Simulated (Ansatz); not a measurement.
Ansatz (an electronic-structure program) run on LiNbF₆ (R3, 8 atoms in the cell): self-consistent single point.

Method of the run: LDA (PW92), default PAW files made with PBE (plane waves; Ansatz).

The change in words: lattice scaled by 0.98; kpoints.mp_grid.grid: 6 6 6 → 10 10 10. Reference geometry:
```
CELL_PARAMETERS angstrom
      2.57010     1.48385     4.57979
     -2.57010     1.48385     4.57979
      0.00000    -2.96770     4.57979
ATOMIC_POSITIONS crystal
  Li 0.50364 0.50364 0.50364
  Nb 0.00000 0.00000 0.00000
  F  0.12815 0.75325 0.36355
  F  0.87185 0.24675 0.63645
  F  0.36355 0.12815 0.75325
  F  0.63645 0.87185 0.24675
  F  0.75325 0.36355 0.12815
  F  0.24675 0.63645 0.87185
```

Reference input (self-consistent single point, DFT, LDA (PW92), plane waves, default PAW files made with PBE): basis.ecutwfc = 420 eV; kpoints.mp_grid.grid = 6 6 6; hamiltonian.xc = lda; hamiltonian.pseudopotentials = {kind: paw} (the program's default PAW files); scf.occupations.method = fixed. This run's input differs from it in these lines:

Ansatz 0.2 input:
```diff
@@ -2,5 +2,5 @@
   lattice:
-    - [2.57010200, 1.48384900, 4.57978800]
-    - [-2.57010200, 1.48384900, 4.57978800]
-    - [0.00000000, -2.96769800, 4.57978800]
+    - [2.51870000, 1.45417200, 4.48819200]
+    - [-2.51870000, 1.45417200, 4.48819200]
+    - [0.00000000, -2.90834400, 4.48819200]
   atoms:
@@ -17,3 +17,3 @@
 kpoints:
-  mp_grid: { grid: [6, 6, 6] }
+  mp_grid: { grid: [10, 10, 10] }
 hamiltonian:
```

Output, abridged:

```
SCF iter   1: F=—  HF=-9415.233806 eV  |F-HF|=—  |Δ(HF+E_count)|=         —  Δρ=2.19e-2  dr2=3.57e-1  ethr=1.77e-3  ⟨swp⟩=4.9  Hψ=23431  notcnv=0  defer=860
all-band conjugate gradients solve this SCF's bands
preconditioner: auto → Resta (q_TF=auto, 2.497 Å⁻¹)
SCF iter   2: F=—  HF=-9415.148542 eV  |F-HF|=—  |Δ(HF+E_count)|=   8.53e-2  Δρ=7.17e-3  dr2=3.38e-2  ethr=6.15e-4  ⟨swp⟩=2.1  Hψ=10709  notcnv=0  defer=857
   [... lines left out ...]
SCF iter   5: F=—  HF=-9415.139025 eV  |F-HF|=—  |Δ(HF+E_count)|=   1.60e-5  Δρ=2.39e-4  dr2=3.69e-5  ethr=2.20e-7  ⟨swp⟩=2.6  Hψ=9440  notcnv=0  defer=443
SCF iter   6: F=—  HF=-9415.139015 eV  |F-HF|=—  |Δ(HF+E_count)|=   1.02e-5  Δρ=5.81e-5  dr2=2.27e-6  ethr=6.36e-8  ⟨swp⟩=2.0  Hψ=9153  notcnv=0  defer=360
SCF iter   7: F=—  HF=-9415.139015 eV  |F-HF|=—  |Δ(HF+E_count)|=   6.85e-8  Δρ=1.75e-5  dr2=2.06e-7  ethr=3.92e-9  ⟨swp⟩=2.0  Hψ=8870  notcnv=0  defer=360
SCF iter   8: F=-9415.139015 eV  HF=-9415.139015 eV  |F-HF|=1.63e-8  |Δ(HF+E_count)|=   2.11e-7  Δρ=3.66e-6  dr2=1.65e-8  ethr=1.72e-10  ⟨swp⟩=10.9  Hψ=27261  notcnv=0
SCF 1 converged in 8 iterations: F = -9415.139015 eV  dr2 = 1.65e-8
Free energy (F): -9415.139015 eV
Internal energy: -9415.139015 eV  (E = F + TS)
E sigma→0 (E₀):  -9415.139015 eV
Fermi energy:    0.383591 eV
--- Forces (eV/Å), atoms counted from 1 ---
  atom   1  Li    -0.00000000    -0.00000000    -0.14890421
  atom   2  Nb     0.00000000    -0.00000000     0.20504047
  atom   3  F     -0.11774548     0.20243603    -0.15790823
  atom   4  F      0.11424959    -0.16398512     0.13919639
  atom   5  F     -0.11644201    -0.20318860    -0.15790823
  atom   6  F      0.08489049     0.18093561     0.13919639
  atom   7  F      0.23418749     0.00075256    -0.15790823
  atom   8  F     -0.19914007    -0.01695048     0.13919639
--- Stress (GPa, compression-positive) ---
       -2.097392       0.000000      -0.000000
       -0.000000      -2.097392      -0.000000
       -0.000000       0.000000      -2.232521
  P = ⅓ Tr σ = -2.1424 GPa (-21.424 kbar)
  The stress holds the Pulay correction. Without it, at fixed plane waves, as pw.x and ABINIT print it: P = -3.1674 GPa
```

The run converged in 8 iterations. Against the reference run the free energy goes down by 27.8 meV/atom, the pressure goes from -9.02 to -2.14 GPa, the largest force goes from 1.228 to 0.282 eV/Å and the gap on the mesh goes from 5.190 to 5.594 eV.

The starting cell comes from a database of computed structures (which also holds hypothetical and non-ambient phases and stackings), without a prior relaxation at this level. Its lattice was rescaled by up to half a per cent. One atom was moved a little off its site on purpose. For this run, on top of that: lattice scaled by 0.98. Ansatz's pressure includes its estimate of the finite-basis (Pulay) stress. Without the estimate this run gives -3.17 GPa.

Cost on one core of a shared machine: roughly 50 s.
